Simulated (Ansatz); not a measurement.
Base system: Ca in the fcc (Cu type) structure (space group Fm-3m, No. 225; a = 5.456 Å; relaxed with 0.1 eV smearing).

The values are results of Ansatz (an electronic-structure program) PBEsol, no spin-orbit coupling, not measurements.

Before the change:

```
Property   Result
--------  -------
Pressure  0.0 GPa
Band gap     zero
```

One thing is altered: every lattice vector is shortened by 0.35 %; the atoms relax in the strained cell.

### Question
Predict the new pressure.

### Answer
The pressure goes from zero to 0.2 GPa.

### Question
Predict the new energy relative to the base.

### Answer
The energy is nearly the same.

### Question
What happens to the band gap?

### Answer
The band gap stays zero.

No phonon test of stability was made.
